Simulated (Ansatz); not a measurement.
Worked example: dielectric-response calculation of SiO2 (P4_2/mnm, 6 atoms in the cell) in Ansatz (a quantum-chemistry and plane-wave program).

Level of theory: PBE (plane waves, PAW; Ansatz).

```
SiO2
1.0
    4.19254     0.00000     0.00000
    0.00000     4.19254     0.00000
    0.00000     0.00000     2.67801
Si O
2 4
Direct
  0.00000   0.00000   0.00000
  0.50000   0.50000   0.50000
  0.30600   0.30600   0.00000
  0.80600   0.19400   0.50000
  0.19400   0.80600   0.50000
  0.69400   0.69400   0.00000
```

Reference input (self-consistent single point, DFT, PBE, plane waves, default PAW files): basis.ecutwfc = 30.9 Ry; kpoints.mp_grid.grid = 6 6 9; hamiltonian.xc = pbe; hamiltonian.pseudopotentials = {kind: paw} (the program's default PAW files); scf.occupations.method = fermi_dirac; scf.occupations.width = 0.0015 Ry. This run's input differs from it in these lines:

Ansatz 0.2 input:
```diff
@@ -15,3 +15,3 @@
 kpoints:
-  mp_grid: { grid: [6, 6, 9] }
+  mp_grid: { grid: [14, 14, 22], shift: [0.5, 0.5, 0.5] }
 hamiltonian:
@@ -20,7 +20,4 @@
 scf:
-  occupations: { method: fermi_dirac, width: 0.0015 Ry }
-output:
-  forces: true
-  eigenvalues: true
-  stress: true
+  occupations: { method: fixed }
+dielectric: {}
```

Log, with long lists cut:

```
SCF iter   1: F=—  HF=-3546.992682 eV  |F-HF|=—  |Δ(HF+E_count)|=         —  Δρ=3.14e-3  dr2=1.65e-3  ethr=1.77e-3  ⟨swp⟩=4.5  Hψ=106935  notcnv=0  defer=4298
all-band conjugate gradients solve this SCF's bands
preconditioner: auto → none
SCF iter   2: F=—  HF=-3546.993318 eV  |F-HF|=—  |Δ(HF+E_count)|=   6.36e-4  Δρ=1.52e-3  dr2=3.52e-4  ethr=5.15e-6  ⟨swp⟩=2.0  Hψ=50859  notcnv=0  defer=4312
   [... lines left out ...]
SCF iter   5: F=—  HF=-3546.993456 eV  |F-HF|=—  |Δ(HF+E_count)|=   1.12e-6  Δρ=3.31e-5  dr2=3.47e-7  ethr=7.43e-9  ⟨swp⟩=2.0  Hψ=38372  notcnv=0  defer=2343
SCF iter   6: F=—  HF=-3546.993456 eV  |F-HF|=—  |Δ(HF+E_count)|=   9.01e-8  Δρ=8.55e-6  dr2=2.10e-8  ethr=1.08e-9  ⟨swp⟩=2.4  Hψ=38017  notcnv=0  defer=2339
SCF iter   7: F=—  HF=-3546.993456 eV  |F-HF|=—  |Δ(HF+E_count)|=   4.14e-9  Δρ=2.21e-6  dr2=1.44e-9  ethr=6.55e-11  ⟨swp⟩=2.5  Hψ=39266  notcnv=0  defer=2339
SCF iter   8: F=-3546.993456 eV  HF=-3546.993456 eV  |F-HF|=5.18e-11  |Δ(HF+E_count)|=  4.07e-10  Δρ=4.91e-7  dr2=6.91e-11  ethr=1.00e-12  ⟨swp⟩=7.8  Hψ=114500  notcnv=0
SCF 1 converged in 8 iterations: F = -3546.993456 eV  dr2 = 6.91e-11
DFPT response loops at Γ: preconditioner auto → none (the input reference at scf.mixing.eps_inf says where Resta's filter doesn't serve); β = 0.50 …
Free energy (F): -3546.993456 eV
Internal energy: -3546.993456 eV  (E = F + TS)
E sigma→0 (E₀):  -3546.993456 eV
Fermi energy:    10.394661 eV
--- Dielectric response (ions clamped): 2 representative field directions + reference, on 1078 of 4312 k-points (Σ response iterations 15) ---
  k mesh reduced under 2 symmetry operations, with k and −k counted as one. Each operation leaves every solved perturbation unchanged …
  ε∞ (high-frequency dielectric tensor):
        3.389720     0.000000     0.000000
   [... lines left out ...]
         0.59299   -1.91404    0.00000
         0.00000    0.00000   -2.04278
    site 5:
        -1.91404   -0.59299    0.00000
        -0.59299   -1.91404    0.00000
         0.00000    0.00000   -2.04278
  Z* charge neutrality: 7.138e-6 e pre-enforcement
  k-mesh period / interband length: 58.9 Å / 1.19 Å = 49.56 at k = (0.0357, 0.0357, -0.0227), direct gap 5.521 eV — 14 or more, which is no proof of convergence
```

The run converged in 8 iterations. 

Summary of the result:
- Free energy E − TS (on the zero of these files): -3546.9935 eV
- Top of the valence band (on the code's own zero): 10.39 eV
- Gap on the k-point mesh: 5.52 eV
- ε∞ at this k-point mesh, which may be far from converged in small-gap cells (xx, yy, zz): 3.39, 3.39, 3.57
- Born charges at this mesh (mean of the diagonal, e): Si 3.91, Si 3.91, O -1.96, O -1.96, O -1.96, O -1.96

The starting cell has typed, rounded lattice constants, without a prior relaxation at this level. Its lattice was rescaled by up to half a per cent. The shifted mesh does not hold Γ, so a gap read on it misses any band edge there.

Cost on one core of a shared machine: roughly 5 min.
